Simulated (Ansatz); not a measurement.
## LuAl2 (Fd-3m, No. 227; cell taken from a computed entry)

The numbers are results of LDA in Ansatz (plane waves, PAW), not measurements.

Numerical settings: plane-wave cutoff 500 eV, 12×12×12 k mesh, Fermi–Dirac smearing 0.1 eV, scalar-relativistic PAW data made under PBE.

Cell: relaxed at this level.

equilibrium volume per atom: 18.23 Å³/atom
lattice constant a: 7.591 Å
band gap: none

Note: the relaxation could not lower the start's symmetry, so the cell can be a saddle point above a distorted one.

Spin–orbit coupling is not included.

Computed values are for the static lattice.

Ansatz is a program for electronic structure.
